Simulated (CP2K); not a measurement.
Band structure of NaH (Fm-3m, 2 atoms in the cell).

```yaml
crystal:
  lattice:
    - [3.45068, 0.00000, 0.00000]
    - [1.72534, 2.98838, 0.00000]
    - [1.72534, 0.99613, 2.81747]
  atoms:
    - { symbol: Na, position: [0.00000, 0.00000, 0.00000] }
    - { symbol: H, position: [0.50000, 0.50000, 0.50000] }
```

Level of theory: CP2K with PBE, GPW, DZVP-MOLOPT-SR-GTH basis, GTH-PBE potentials (GTH_POTENTIALS).

Settings: CUTOFF = 950 Ry; REL_CUTOFF = 40 Ry; SMEAR/METHOD = FERMI_DIRAC; ELECTRONIC_TEMPERATURE = 580.23 K; KPOINTS/SCHEME = MONKHORST-PACK 6 6 6; GAMMA_CENTERED = T; XC_FUNCTIONAL = PBE; Na/BASIS_SET = DZVP-MOLOPT-SR-GTH-q9; Na/POTENTIAL = GTH-PBE-q9; H/BASIS_SET = DZVP-MOLOPT-SR-GTH-q1; H/POTENTIAL = GTH-PBE-q1; METHOD = GPW; EPS_DEFAULT = 1e-10; EXTRAPOLATION = USE_GUESS.

The starting cell has typed, rounded lattice constants, without a prior relaxation at this level. Values carry the incompleteness of an atom-centred basis.

Question: Predict the gap along the standard path and the places of the band edges.

Answer: The gap along the path is 3.34 eV, from W to L; the smallest direct gap on it is 4.37 eV.

Levels in eV from the top of the valence band on the SCF mesh, bands 2 to 6:
```
point       2       3       4      5      6
-----  ------  ------  ------  -----  -----
Γ      -23.16  -23.16  -23.16  -3.79  10.75
X      -23.22  -23.18  -23.18  -0.20   4.16
W      -23.20  -23.20  -23.18   0.07   5.77
K      -23.20  -23.19  -23.17  -0.12   4.93
L      -23.22  -23.16  -23.16  -1.10   3.41
U      -23.20  -23.19  -23.17  -0.12   4.93
```

Higher empty bands are left out: an atom-centred basis made for the valence describes them poorly.
